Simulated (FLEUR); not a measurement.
A self-consistent single point of CdSe (F-43m, 2 atoms in the cell) with FLEUR.

Method: PBE, all-electron FLAPW (FLEUR), scalar-relativistic valence in FLEUR.

The change in words: lattice scaled by 0.98. Reference geometry:
```
CELL_PARAMETERS angstrom
      0.00000     3.02500     3.02500
      3.02500     0.00000     3.02500
      3.02500     3.02500     0.00000
ATOMIC_POSITIONS crystal
  Cd 0.00000 0.00000 0.00000
  Se 0.25000 0.25000 0.25000
```

Reference input (self-consistent single point, DFT, PBE, all-electron FLAPW (FLEUR), scalar-relativistic valence): Kmax = 4.3 1/bohr; GmaxXC = 15 1/bohr; xcFunctional = pbe; jspins = 1; l_soc = F; mode = hist; fermiSmearingEnergy = 0.00183747 Htr; mesh (inpgen div1-3) = 9 9 9; inpgen gamma flag = false; Gmax = 15 1/bohr; numbands = 0; maxIterBroyd = 15. This run's input differs from it in these lines:

```diff
@@ -3,6 +3,6 @@
 &input film=f /
--0.0000000000 0.7071067812 0.7071067812
-0.7071067812 -0.0000000000 0.7071067812
+0.0000000000 0.7071067812 0.7071067812
+0.7071067812 0.0000000000 0.7071067812
 0.7071067812 0.7071067812 0.0000000000
-8.0842408517
+7.9225560347
 1.0 1.0 1.0
@@ -43,5 +43,5 @@
          <bravaisMatrix>
-            <row-1>    0.0000000000000000     5.7164215270911338     5.7164215270911338</row-1>
-            <row-2>    5.7164215270911338     0.0000000000000000     5.7164215270911338</row-2>
-            <row-3>    5.7164215270911338     5.7164215270911338     0.0000000000000000</row-3>
+            <row-1>    0.0000000000000000     5.6020930965733529     5.6020930965733529</row-1>
+            <row-2>    5.6020930965733529     0.0000000000000000     5.6020930965733529</row-2>
+            <row-3>    5.6020930965733529     5.6020930965733529     0.0000000000000000</row-3>
          </bravaisMatrix>
```

The program printed (abridged):

```
 Iteration:     1   Distance:       6.35233243 me/bohr^3
 Iteration:     2   Distance:       5.77684940 me/bohr^3
 Iteration:     3   Distance:       3.34570858 me/bohr^3
 Iteration:     4   Distance:       1.14573879 me/bohr^3
 Iteration:     5   Distance:       0.92011942 me/bohr^3
   [... 6 lines left out ...]
 Iteration:    12   Distance:       0.00020180 me/bohr^3
 Iteration:    13   Distance:       0.00011401 me/bohr^3
 Iteration:    14   Distance:       0.00001821 me/bohr^3
 Iteration:    15   Distance:       0.00000211 me/bohr^3
 Run finished successfully
 Stop message:
   Structural relaxation: Done

[file out, last iteration]
             iter=     16
[...]
          total density-effective poten   -1.3121380477E+04
          total charge density-energy d   -2.4287532857E+02
 Updated energy parameters for spin:           1
[...]
 fermi energy and band-weighting factors:
    0.703507    0.724664    0.724664

[...]
FERMIE:
          first approx. to ef    (T=0)  :   0.184118 htr   (energy of the highest occ. eigenvalue)
          number of occ. states  (T=0)  :        935
          first approx. to seigv (T=0)  : -29.135522 htr
          sum of weights of occ. states :  17.000000
          sum of semicore charge        :   0.000000 e
FERHIS:  Fermi-Energy by histogram:
          bandgap                     :   0.028701 htr
   [... lines left out ...]
          charge neutrality (T=0)     :   0.000000    (zero if the highest occ. eigenvalue is "entirely" occupied)
     EF_NEWTON:  Adjust Fermi-Energy by Newton-Method.
 Direct bandgap for spin            1 :    2.8700736158110751E-002  Htr
 ---->    free energy=                     -8026.2996283927 htr
   [... lines left out ...]
      extrapolation for T->0
 ---->    total electron energy=           -8026.2996283615 htr
 ***** TOTAL FORCES ON ATOMS *****
 TOTAL FORCE FOR ATOM TYPE=  1  X=  0.000   Y=  0.000   Z=  0.000
                       FX_TOT= 0.000000 FY_TOT= 0.000000 FZ_TOT= 0.000000
 TOTAL FORCE FOR ATOM TYPE=  2  X=  2.801   Y=  2.801   Z=  2.801
                       FX_TOT= 0.000000 FY_TOT= 0.000000 FZ_TOT= 0.000000
 Structural relaxation: Done
```

The run converged in 15 iterations. FLEUR gives forces in its relaxation mode, with a further iteration, so its stop message speaks of a relaxation. Against the reference run the free energy goes up by 63.9 meV/atom and the gap on the mesh goes from 0.656 to 0.781 eV.

The starting cell has typed, rounded lattice constants, without a prior relaxation at this level. For this run, on top of that: lattice scaled by 0.98. Values depend on the basis (sphere radii, cutoffs, local orbitals), which need not be converged.

Cost on one core of a shared machine: roughly 3 min.
